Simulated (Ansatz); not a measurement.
# Effect of pressure 5 GPa on Hf

Start from Hf in the hcp (Mg type) structure (space group P6_3/mmc, No. 194; a = 3.1979 Å, c = 5.0473 Å).

Perturbation: a hydrostatic pressure of 5 GPa.

The values are results of r2SCAN (Ansatz, a quantum-chemistry and plane-wave program), scalar-relativistic without spin-orbit coupling, not measurements. Settings: 17×17×9 k-points, 0.05 eV Fermi–Dirac smearing.

| quantity | base | changed | shift |
|---|---|---|---|
| volume per atom | 22.35 Å³ | 21.43 Å³ | -0.92 Å³ |
| density | 13.26 g/cm³ | 13.83 g/cm³ | +0.57 g/cm³ |
| lattice parameter a | 3.198 Å | 3.153 Å | -0.045 Å |
| enthalpy H = E + PV relative to the base's energy | – | +0.68 eV/atom | – |
| band gap | zero | zero | – |

Load acts through the strain it causes; cell and atoms are relaxed under it. Whether these cells are dynamically stable was not tested. No other phases were tried under pressure. The final runs are not spin-polarised.
